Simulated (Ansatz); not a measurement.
**Fe3Ge (model structure, started from the D03 type, Fm-3m, No. 225, 4 atoms in the cell)**

All values below come from PBEsol (PAW; Ansatz, a program for electronic structure).

Run with plane-wave cutoff 500 eV, 12×12×12 k mesh, Fermi–Dirac smearing 0.05 eV, spin-polarised with parallel moments, scalar-relativistic PAW data made under PBE.

Cell (relaxed at this level):

Space group Fm-3m (No. 225); a = 5.6319 Å, b = 5.6319 Å, c = 5.6319 Å, α = 90.00°, β = 90.00°, γ = 90.00°

```tsv
atom	site	symmetry	x	y	z
Ge	4a	m-3m	0.0000	0.0000	0.0000
Fe	4b	m-3m	0.5000	0.5000	0.5000
Fe	8c	-43m	0.2500	0.2500	0.2500
```
(The calculation used a cell of 4 atoms; values per cell refer to that cell.)

```yaml
band_gap: zero (no gap)
```

Note: the magnetic order was assumed, not searched for or taken from measurement; a magnet's gap depends somewhat on the PAW data; the relaxation could raise the start's symmetry but not lower it, so the cell can be a saddle point.

Spin–orbit coupling is not included.

The result took about 2.3 core-minutes (a rough figure).

A model structure was made by putting elements into a prototype or built by hand; it is no filed structure, need not be a known phase, and can be a saddle point held by its symmetry.
